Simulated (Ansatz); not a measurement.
Start from AlAs in the zinc blende structure (space group F-43m, No. 216; a = 5.674 Å).

One thing is altered: Ga replaces 25.0 % of the Al, ordered in a cell of 8 atoms (starting symmetry P-4m2) and fully relaxed.

The other end (x = 1) is GaAs in the zinc blende structure (space group F-43m, No. 216): 22.66 Å³/atom, gap 0.42 eV.

Levels (all Ansatz, an electronic-structure program, PAW, earlier PAW set): PBEsol (420 eV, scalar-relativistic without spin-orbit coupling); HSE06 (420 eV, without spin-orbit coupling); PBEsol+SOC (420 eV, spin-orbit coupling included).

One geometry, relaxed with PBEsol, under each level:

The valence-band top lists the three highest levels at Γ (Kramers pairs under SOC), from the VBM.

| level | band gap | valence-band top at Γ | pressure |
|---|---|---|---|
| PBEsol | 1.33 eV | 0.00, 0.00, -0.02 eV | 0.00 GPa |
| HSE06 | 2.07 eV | – | – |
| PBEsol+SOC | ? | ? | 0.00 GPa |

Question: Give the withheld PBEsol+SOC results.

Answer: 
- PBEsol+SOC, band gap: 1.23 eV
- PBEsol+SOC, valence-band top at Γ: 0.00, -0.01, -0.31 eV

Single points use the geometry relaxed with PBEsol. The hybrid gap comes from the SCF mesh plus the semilocal run's edge points and a few special points and is an upper bound. Differences between runs with and without spin-orbit coupling are approximate. These are small ordered cells, not random alloys; other orderings at the same x differ. Whether these cells are dynamically stable was not tested.
